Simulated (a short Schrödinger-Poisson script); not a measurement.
System: MOS inversion layer, SiO2 on p-type InP, at 400 K.

```
layer  material  thickness (nm)  Na (cm⁻³)
-----  --------  --------------  ---------
1          SiO2               1          -
2           InP            1800     6.7e16
```

The device is made up for the run: typed textbook-type constants, with dimensions and the other settings drawn at random. SiO2: permittivity 3.9, conduction-band edge (eV) 3.48, gap (eV) 9, electron mass (mₑ) 0.5. InP: permittivity 12.5, conduction-band edge (eV) 0, gap (eV) 1.344, Nv at 300 K (cm⁻³) 1.1e19.

Channel valleys (confinement mass, in-plane density-of-states mass, number): Γ 0.08, 0.08, 1. At the gate the conduction-band edge of layer 1 lies 3.81 eV − eVg above the Fermi level of the channel; the field vanishes at the back. Gaps are held at their typed values at every temperature. Mesh 0.03 nm at interfaces.

From a short Schrödinger-Poisson script (our own, NumPy): 1D Poisson equation in equilibrium, electrons quantum, Hartree (BenDaniel-Duke, 12 states a valley, the channel's in-plane mass for all, wave functions free to enter the dielectric), parabolic valleys, classical holes, full ionisation, no traps, pinning or gate leakage.

At Vg = 1.1 V the centroid of the electrons lies 3.21 nm from the interface.

Estimate the gate capacitance as the dielectric in series with that distance, and compare.

The dielectric alone has 3.45 μF/cm²; in series with 3.21 nm of the channel's permittivity, 1.73 μF/cm²; the run gives 1.76 μF/cm². The estimate leaves out the density-of-states capacitance and the centroid's move with voltage. Above a few 1e12 electrons/cm² a light Γ valley is non-parabolic and upper valleys begin to fill, which the model leaves out.
